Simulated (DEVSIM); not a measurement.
System: Schottky contact on n-type Si, at 300 K.

| layer (left to right) | material | thickness (μm) | Nd (cm⁻³) | τn (s) | τp (s) |
|---|---|---|---|---|---|
| 1 | Si | 20.0 | 1.4e16 | 3.5e-7 | 3.5e-7 |

Left contact: Schottky, work function 4.71 eV, emission velocity 5.2e6 cm/s. Right contact: ohmic. Voltage is applied to the left contact. Recombination: SRH at mid-gap. Mobility is μmin + (μ − μmin)/(1 + (N/Nref)^α).

Constants are typed, rounded textbook-type inputs, not results; the design itself was drawn at random and stands for no fabricated device. Values at 300 K; Nc and Nv go as T^1.5, mobilities as T to minus their exponent, the gap by Varshni's rule with the affinity fixed.

| parameter | Si |
|---|---|
| gap (eV) | 1.124 |
| affinity (eV) | 4.05 |
| permittivity | 11.7 |
| Nc (cm⁻³) | 2.86e19 |
| Nv (cm⁻³) | 3.1e19 |
| μn (cm²/Vs) | 1417 |
| μp (cm²/Vs) | 470 |
| μn,min | 52 |
| μp,min | 45 |
| Nref,n | 9.7e16 |
| Nref,p | 2.2e17 |
| αn | 0.68 |
| αp | 0.72 |
| T exponent of μn | 2.3 |
| T exponent of μp | 2.2 |
| Varshni α (eV/K) | 0.000473 |
| Varshni β (K) | 636 |

DEVSIM, 1D drift-diffusion, Boltzmann statistics, complete ionisation; no tunnelling, impact ionisation, image-force lowering or self-heating. Metal contacts follow the ideal Schottky-Mott rule: no Fermi-level pinning, no interface dipoles.

The temperature was swept, all else fixed.

```tsv
temperature (K)	largest field in the device at zero bias (V/cm)	potential step across the device at zero bias (V)	dark forward voltage at 100 A/cm² (V)
250	45000	0.502	0.456
300	43000	0.463	0.427
350	41000	0.423	0.401
400	39000	0.382	0.384
450	36000	0.341	[?]
500	34000	0.299	0.368
```

**Question.** Fill in the missing entries.

**Answer.** 
- 450, dark forward voltage at 100 A/cm² (V): 0.373
